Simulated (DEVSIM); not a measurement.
System: Ru/Al2O3/SiO2/p-Si capacitor, at 300 K.

| layer (left to right) | material | thickness (nm) | Na (cm⁻³) |
|---|---|---|---|
| 1 | Al2O3 | 3.90 | - |
| 2 | SiO2 | 1.40 | - |
| 3 | Si | 890 | 4.2e17 |

Metal gate on the left, work function 4.7 eV. Fixed charge at the semiconductor interface 0 cm⁻² (in units of +e); no interface traps.

Constants are typed, rounded textbook-type inputs, not results; the design itself was drawn at random and stands for no fabricated device. Values at 300 K.

```tsv
parameter	Al2O3	SiO2	Si
gap (eV)	6.8	9	1.124
affinity (eV)	1.35	0.9	4.05
permittivity	9	3.9	11.7
Nc (cm⁻³)	-	-	2.86e19
Nv (cm⁻³)	-	-	3.1e19
```

Model (solved in DEVSIM): 1D Poisson equation in equilibrium, Boltzmann statistics, complete ionisation; no quantum confinement or tunnelling. Metal contacts follow the ideal Schottky-Mott rule: no Fermi-level pinning, no interface dipoles.

The gate work function was swept, all else fixed.

```json
[
 {"gate work function (eV)": "4.4", "threshold voltage (band bending 2φF) (V)": "0.56", "flat-band voltage (V)": "-0.66"},
 {"gate work function (eV)": "4.55", "threshold voltage (band bending 2φF) (V)": "0.71", "flat-band voltage (V)": "-0.51"},
 {"gate work function (eV)": "4.7", "threshold voltage (band bending 2φF) (V)": "0.86", "flat-band voltage (V)": "-0.36"},
 {"gate work function (eV)": "4.85", "threshold voltage (band bending 2φF) (V)": "1.01", "flat-band voltage (V)": "-0.21"},
 {"gate work function (eV)": "5", "threshold voltage (band bending 2φF) (V)": "1.16", "flat-band voltage (V)": "-0.06"}
]
```

From the first row to the last the threshold voltage (band bending 2φF) goes from 0.56 to 1.16. From the first row to the last the flat-band voltage goes from -0.66 to -0.06.
